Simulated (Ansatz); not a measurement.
The starting structures come from a database of crystals and need not be the phases stable at ambient conditions.

Inside the gap of an insulator the Bloch states are evanescent, with a wavenumber k + iκ along the transport direction.

Here is the system:

```
CELL_PARAMETERS angstrom
      5.55477     0.00000     0.00000
      0.00000     5.61643     0.00000
      2.77739    -2.80822     3.99788
ATOMIC_POSITIONS crystal
  La 0.25000 0.75035 0.50000
  La 0.75000 0.24965 0.50000
  Ti 0.00000 0.50000 0.00000
  Ti 0.50000 0.00000 0.00000
  N  0.25000 0.31771 0.50000
  N  0.75000 0.68229 0.50000
  O  0.78510 0.21490 0.92980
  O  0.21490 0.78510 0.07020
  O  0.71490 0.78510 0.07020
  O  0.28510 0.21490 0.92980
```

Space group of this cell: Imma. The cell is taken as given; by r2SCAN its mean pressure is -3.9 GPa.

Transport runs along the normal of the first two printed cell vectors.

No gap correction and no spin-orbit coupling; mid-gap values are interpolated between computed energies.

Question: Estimate the band gap and the smallest decay constant κ at mid-gap that r2SCAN run with Ansatz (a program for electronic structure) returns for this system.

Answer: Gap 1.30 eV on a 8×8×8 mesh; κ = 0.156 1/Å, at the zone centre.
